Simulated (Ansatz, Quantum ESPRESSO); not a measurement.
**PtAl2 (Fm-3m, 3 atoms in the cell) computed with different codes at matched settings**

Self-consistent single point.

```yaml
crystal:
  lattice:
    - [0.00000, 2.97628, 2.97628]
    - [2.97628, 0.00000, 2.97628]
    - [2.97628, 2.97628, 0.00000]
  atoms:
    - { symbol: Al, position: [0.25000, 0.25000, 0.25000] }
    - { symbol: Al, position: [0.75000, 0.75000, 0.75000] }
    - { symbol: Pt, position: [0.00000, 0.00000, 0.00000] }
```

Shared settings, as Ansatz (a first-principles code) writes them: kpoints.mp_grid.grid = 7 7 7; magnetization.spin_orbit = true; scf.occupations.method = fermi_dirac; scf.occupations.width = 0.1 eV. Potentials and cutoffs stand in the table.

```json
[
 {"code": "Quantum ESPRESSO", "model": "PBE, spin-orbit coupling, PSlibrary fully relativistic ultrasoft (PBE) pseudopotentials", "pressure (GPa)": "-0.58", "cutoff": "45 Ry"},
 {"code": "Ansatz", "model": "PBE with spin-orbit coupling, default PAW files", "pressure (GPa)": "-0.94", "cutoff": "default"}
]
```

The spread over the programs that give each value: pressure within 0.36 GPa.

Ansatz's pressure is given at a fixed set of plane waves, as the other plane-wave codes print theirs; with its correction for the finite basis it is -0.88 GPa.

The starting cell has typed, rounded lattice constants, without a prior relaxation at this level. Its lattice was rescaled by a random factor within 2.5 % of one.

Left out of this page: ABINIT (with a known weakness of the program); Elk and SIESTA (not drawn, or without a comparable value); FLEUR (failed or unconverged).

Keys are those of Ansatz 0.2.
